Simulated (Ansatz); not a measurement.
## Ansatz run on VMo (Cmmm, 2 atoms in the cell): self-consistent single point

Method of the run: LDA (PW92), default PAW files made with PBE (plane waves; Ansatz, a quantum-chemistry and plane-wave program).

This input was run:

Ansatz 0.2 input:
```yaml
# VMo
crystal:
  lattice:
    - [1.52959400, -2.21291000, 0.00000000]
    - [1.52959400, 2.21291000, 0.00000000]
    - [0.00000000, 0.00000000, 4.20786500]
  atoms:
    - { symbol: V, position_ang: [1.52959400, 0.00000000, 2.10393250] }
    - { symbol: Mo, position_ang: [0.00000000, 0.00000000, 0.00000000] }
basis:
  ecutwfc: 420.0
kpoints:
  mp_grid:
    grid: [13, 13, 8]
hamiltonian:
  xc: lda
  pseudopotentials:
    kind: paw
scf:
  occupations:
    method: gaussian
    width: 0.1
output:
  forces: true
  eigenvalues: true
  stress: true
```

Log, with long lists cut:

```
WARN ansatz: RAYON_NUM_THREADS=1 ignored (pool sized by the plan → 1); use --threads N
Pseudopotentials: kind: paw
Pseudopotential: V, paw, valence charge 13
Pseudopotential: Mo, paw, valence charge 14
Crystal: 2 atoms, lattice volume = 28.486 Å³
Basis set: ecut = 420 eV, 569 PW (Γ)
Bands: 18, of which v1, the nominal top of the filled ones, is band 14 counted from 1 (13 counted from 0)
Symmetry: 8 space group operations
Space group: Cmmm (ITA 65), of the structure as read, at distance tolerance 3.1e-5 Å
k-points: 245 of 1352
PAW frozen core: V, regenerated for the run's functional, and the local potential with it
PAW frozen core: Mo, regenerated for the run's functional, and the local potential with it
Initial density: superposition of atomic densities (neutral atoms: chi_scale 0, normalization atom), corrected by the library's trained network
Initial wavefunctions: pseudopotential atomic-orbital guess
Eigensolver: davidson
Functional: x = slater, c = lda
SCF iter   1: F=—  HF=-7703.496798 eV  |F-HF|=—  |Δ(HF+E_count)|=         —  Δρ=9.76e-3  dr2=3.33e-2  ethr=1.77e-3  ⟨swp⟩=4.2  Hψ=17811  notcnv=0
all-band conjugate gradients solve this SCF's bands
preconditioner: auto → none
SCF iter   2: F=—  HF=-7703.496776 eV  |F-HF|=—  |Δ(HF+E_count)|=   2.18e-5  Δρ=7.12e-3  dr2=2.33e-2  ethr=1.23e-4  ⟨swp⟩=1.0  Hψ=6375  notcnv=0
SCF iter   3: F=—  HF=-7703.495061 eV  |F-HF|=—  |Δ(HF+E_count)|=   1.72e-3  Δρ=1.20e-3  dr2=7.47e-4  ethr=8.63e-5  ⟨swp⟩=1.4  Hψ=4452  notcnv=0
SCF iter   4: F=—  HF=-7703.494973 eV  |F-HF|=—  |Δ(HF+E_count)|=   8.72e-5  Δρ=6.09e-4  dr2=8.60e-5  ethr=2.77e-6  ⟨swp⟩=3.0  Hψ=7800  notcnv=0
SCF iter   5: F=—  HF=-7703.494942 eV  |F-HF|=—  |Δ(HF+E_count)|=   3.15e-5  Δρ=9.06e-5  dr2=1.38e-6  ethr=3.19e-7  ⟨swp⟩=2.0  Hψ=7031  notcnv=0
SCF iter   6: F=-7703.494942 eV  HF=-7703.494942 eV  |F-HF|=2.74e-8  |Δ(HF+E_count)|=   4.74e-8  Δρ=1.98e-5  dr2=7.39e-8  ethr=3.70e-10  ⟨swp⟩=3.7  Hψ=16936  notcnv=0
SCF 1 converged in 6 iterations: F = -7703.494942 eV  dr2 = 7.39e-8
SCF converged after 6 iterations
Free energy (F): -7703.494942 eV
Harris-Foulkes:  -7703.494942 eV  (|F-HF|=2.74e-8)
Internal energy: -7703.487782 eV  (E = F + TS)
E sigma→0 (E₀):  -7703.491362 eV
Entropy (-TS):   -0.007160 eV (-3.580 meV/atom)
Fermi energy:    18.954212 eV
--- Per-component energies (eV) ---
  E_band       = -189.740018
  E_kinetic    = 779.316371
  E_local      = -1662.401218  (includes V_loc(G=0)·N_el)
  E_nonlocal   = 107.127208
  E_hartree    = 663.383397
  E_xc         = -312.495166
  E_vxc        = -394.511653  (∫ρ·V_xc dr)
  E_paw        = -4151.014640  (= ΣΔE_a)
  E_vpaw       = -346.031271  (= ΣTr[D̂ρ^β])
  E_aug_tail   = 0.000293  (compensation charges beyond the density's cutoff)
  E_ewald      = -3128.222994
  E_core_change = 0.818966  (= ΣΔE_core)
  E_smearing   = -0.007160  (= −TS)
  E_closure    = -0.000000  (closes the sum)
  Σ components = -7703.494942   (vs F -7703.494942, Δ=0.00e0)
--- Forces (eV/Å), atoms counted from 1 ---
  atom   1  V      0.00000000     0.00000000     0.00000000
  atom   2  Mo     0.00000000     0.00000000     0.00000000
  max |Σ_I F_I| component: 1.26e-29 eV/Å
--- Stress (GPa, compression-positive) ---
       -7.440495       0.000000       0.000000
        0.000000      -8.221858       0.000000
        0.000000       0.000000      -7.608319
  P = ⅓ Tr σ = -7.7569 GPa (-77.569 kbar)
  The stress holds the Pulay correction. Without it, at fixed plane waves, as pw.x and ABINIT print it: P = -7.8002 GPa
--- Band table (eV; the first three rows and the last of 245) ---
  k-point 0: bands = ["-44.2392", "-41.4373", "-18.5677", "-18.2088", "-18.0449", "-15.4373", "-15.0404", "-14.8359", "12.1922", "14.5809", "16.5773", "18.3431", "18.6489", "19.1339", "20.9629", "21.0163", "21.3463", "21.3805"]
  k-point 1: bands = ["-44.2383", "-41.4387", "-18.5493", "-18.2069", "-18.0449", "-15.4622", "-15.0437", "-14.8358", "12.3684", "14.6415", "16.6279", "18.4975", "18.6737", "19.0523", "20.6296", "21.0017", "21.0921", "21.3017"]
  k-point 2: bands = ["-44.2361", "-41.4422", "-18.5037", "-18.2022", "-18.0448", "-15.5232", "-15.0515", "-14.8357", "12.8629", "14.7787", "16.7650", "18.6970", "18.8418", "18.9506", "19.7293", "20.7147", "20.9671", "21.0459"]
  k-point 244: bands = ["-44.1175", "-41.1806", "-18.6166", "-18.4158", "-18.3349", "-16.1984", "-15.5870", "-15.3537", "14.8459", "15.6838", "16.8535", "17.3830", "18.8551", "19.4568", "20.0364", "20.1924", "22.2012", "23.9431"]
```

The run converged in 6 iterations.

The starting cell comes from a database of computed structures (which also holds hypothetical and non-ambient phases and stackings), without a prior relaxation at this level. Its lattice was rescaled by up to half a per cent. Spin polarisation is off. With a pressure of about -8 GPa the cell is away from its equilibrium volume at this level. Ansatz's pressure includes its estimate of the finite-basis (Pulay) stress.
